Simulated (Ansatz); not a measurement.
Where the default PAW files enter, the runs use the earlier of Ansatz's two default sets.

By PBEsol, the system below comes out a metal.

The ballistic (Sharvin) conductance counts the channels at the Fermi level: G/A = (e²/h) × channels of both spins per area.

Consider the following.

```
Rh
1.0
    2.69123     0.00000     0.00000
    0.00000     3.80597     0.00000
    1.34561     1.90298     1.34561
Rh
1
Direct
  0.00000   0.00000   0.00000
```

Space group of this cell: Fm-3m, fcc (Cu type). The cell is taken as given; by PBEsol its mean pressure is -5.7 GPa.

The current flows along the normal of the first two printed cell vectors, the (110) plane of the conventional cell. No spin-orbit coupling; the value is a mean over 0.1 eV about the Fermi level.

Compute, with PBEsol (Ansatz, a first-principles code), the ballistic conductance per area.

2.3 × 10¹⁵ S/m² for both spins.
